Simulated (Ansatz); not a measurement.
Take BeS in the zinc blende structure (space group F-43m, No. 216; a = 4.8686 Å) as the base. Axes: x, y, z lie along the cube axes.

Calculations: r2SCAN in Ansatz (plane waves to 500 eV, PAW, no SOC).

For the base:

The shortest interatomic distance is 2.108 Å and the pressure is 0.00 GPa.

The change: compressive biaxial strain of 3.00 % in the plane normal to [001], as in epitaxy on a mismatched substrate; the out-of-plane cell vector and the atoms relax.

Problem. Predict the new shortest interatomic distance, pressure and ratio −ε⊥/ε∥.

Solution. The shortest interatomic distance drops by 0.0256 Å, from 2.108 Å to 2.083 Å; the pressure (mean of the normal stresses, compression positive) goes from zero to 4.01 GPa; the ratio −ε⊥/ε∥ is 0.75.

Stability against distortions was not tested.

Ansatz is a quantum-chemistry and plane-wave program.
